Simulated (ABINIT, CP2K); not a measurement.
A CP2K input for a self-consistent single point of Si (Fd-3m, 2 atoms in the cell) (DFT PBE, GPW, DZVP-MOLOPT-SR-GTH basis, GTH-PBE potentials (GTH_POTENTIALS)):

```
&GLOBAL
  PROJECT bulk
  RUN_TYPE ENERGY_FORCE
  PRINT_LEVEL MEDIUM
&END GLOBAL
&FORCE_EVAL
  METHOD Quickstep
  STRESS_TENSOR ANALYTICAL
  &DFT
    BASIS_SET_FILE_NAME BASIS_MOLOPT
    POTENTIAL_FILE_NAME GTH_POTENTIALS
    &QS
      METHOD GPW
      EPS_DEFAULT 1E-10
    &END QS
    &MGRID
      CUTOFF 400
      REL_CUTOFF 50
      NGRIDS 4
    &END MGRID
    &SCF
      SCF_GUESS ATOMIC
      EPS_SCF 1E-7
      MAX_SCF 100
      ADDED_MOS 4
      &DIAGONALIZATION
        ALGORITHM STANDARD
      &END DIAGONALIZATION
      &MIXING
        METHOD BROYDEN_MIXING
        ALPHA 0.3
        NBUFFER 8
        BETA 1.5
      &END MIXING
      &SMEAR ON
        METHOD FERMI_DIRAC
        ELECTRONIC_TEMPERATURE [K] 232.09
      &END SMEAR
    &END SCF
    &KPOINTS
      SCHEME MONKHORST-PACK 8 8 8
      GAMMA_CENTERED T
    &END KPOINTS
    &XC
      &XC_FUNCTIONAL PBE
      &END XC_FUNCTIONAL
    &END XC
    &PRINT
      &MO
        EIGENVALUES T
        OCCUPATION_NUMBERS T
        NDIGITS 8
        FILENAME mo
        &EACH
          QS_SCF 0
        &END EACH
        ADD_LAST NUMERIC
      &END MO
      &MULLIKEN ON
      &END MULLIKEN
    &END PRINT
  &END DFT
  &SUBSYS
    &CELL
      ABC 3.85466700 3.85466628 3.85466625
      ALPHA_BETA_GAMMA 60.00000633 60.00000217 60.00000238
      PERIODIC XYZ
    &END CELL
    &COORD
      SCALED
      Si       0.25000000     0.25000000     0.25000000
      Si       0.00000000     0.00000000     0.00000000
    &END COORD
    &KIND Si
      BASIS_SET DZVP-MOLOPT-SR-GTH
      POTENTIAL GTH-PBE-q4
    &END KIND
  &END SUBSYS
  &PRINT
    &FORCES ON
    &END FORCES
    &STRESS_TENSOR ON
    &END STRESS_TENSOR
  &END PRINT
&END FORCE_EVAL
```

Problem. Translate this input to ABINIT.

Solution. This is the input that was run; spellings and numerical settings could be chosen otherwise.

```
# Si, PseudoDojo nc-sr-05 PBE standard
pp_dirpath "./"
pseudos "Si.upf"
acell 3*1.0 Angstrom
rprim
         0.0000000000    2.7256610000    2.7256610000
         2.7256610000    0.0000000000    2.7256610000
         2.7256610000    2.7256610000    0.0000000000
natom 2
ntypat 1
znucl 14
typat 1 1
xcart
         1.3628305000    1.3628305000    1.3628305000
         0.0000000000    0.0000000000    0.0000000000
      Angstrom
ecut 18
occopt 3
tsmear 0.02 eV
nband 9
kptopt 1
ngkpt 8 8 8
nshiftk 1
shiftk 0 0 0
nstep 50
tolvrs 1.0e-10
prtwf 0
prtden 0
```

Basis settings and potentials, where a program has them, do not carry over. This input uses DFT, PBE, plane waves, norm-conserving pseudopotentials (PseudoDojo nc-sr-05 PBE standard). Both were run: pressure 0.61 GPa in CP2K and 0.86 in ABINIT; gap on the mesh 0.693 eV in CP2K and 0.631 in ABINIT.

On ABINIT: the starting cell comes from a database of computed structures (which also holds hypothetical and non-ambient phases and stackings), without a prior relaxation at this level. Its lattice was rescaled by a random factor within 2.5 % of one.

On CP2K: the starting cell comes from a database of computed structures (which also holds hypothetical and non-ambient phases and stackings), without a prior relaxation at this level. Its lattice was rescaled by a random factor within 2.5 % of one. Values carry the incompleteness of an atom-centred basis.
